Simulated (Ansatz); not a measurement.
Start from InPd in the CsCl type structure (space group Pm-3m, No. 221; a = 3.2480 Å; relaxed with 0.1 eV smearing). Axes: x, y, z lie along the cube axes.

The values are results of plane-wave PAW DFT at the PBEsol level (Ansatz, a quantum-chemistry and plane-wave program, 420 eV), no spin-orbit coupling, not measurements.

For the base:

The shortest interatomic distance is 281.3 pm.

The change: a pure shear with ε_xy = ε_yx = 0.0171, atoms relaxed at fixed cell.

Predict the new shortest interatomic distance, energy relative to the base and stress.

The shortest interatomic distance decreases by 3.2 pm, from 281.3 pm to 278.1 pm; the energy goes up by 3.6 meV/atom; the stress (xx, yy, zz, yz, xz, xy; compression positive) is (0.2, 0.2, 0.3, 0.0, 0.0, -1.9) GPa.

The cells carry an imposed strain or load. Whether these cells are dynamically stable was not tested. All final runs are without spin polarisation.
